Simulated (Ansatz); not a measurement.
# MoSe2: pressure series

Take MoSe$_{2}$ in the 2H-MoS2 type structure (space group P6_3/mmc, No. 194; a = 3.277 Å, c = 12.731 Å; layered, stacked along the Cartesian z axis) as the base.

Cell and atoms are relaxed at each pressure.

Method: PBE-D3(BJ) (Ansatz, a quantum-chemistry and plane-wave program), no spin-orbit coupling, earlier PAW set.

Computed cases, in order: pressure −2 GPa; pressure −1 GPa; 0 GPa (base); pressure 3 GPa; pressure 7 GPa; pressure 15 GPa; pressure 30 GPa; pressure 50 GPa; pressure 75 GPa; pressure 100 GPa.

Q: Between which two neighbouring cases does the band gap open or close?

A: Between pressure 15 GPa (0.16 eV) and pressure 30 GPa (zero). The whole series: pressure −2 GPa: 0.97 eV; pressure −1 GPa: 0.83 eV; 0 GPa (base): 0.74 eV; pressure 3 GPa: 0.57 eV; pressure 7 GPa: 0.41 eV; pressure 15 GPa: 0.16 eV; pressure 30 GPa: zero; pressure 50 GPa: zero; pressure 75 GPa: zero; pressure 100 GPa: zero.

The mesh was chosen for an insulator and is coarse for the gapless case. Load acts through the strain it causes; cell and atoms are relaxed under it. Stability against distortions was not tested. Competing high-pressure phases were not computed. All final runs are without spin polarisation. The zero or small gap of MoSe2 under pressure 15 GPa and MoSe2 under pressure 30 GPa can change with the level of theory.
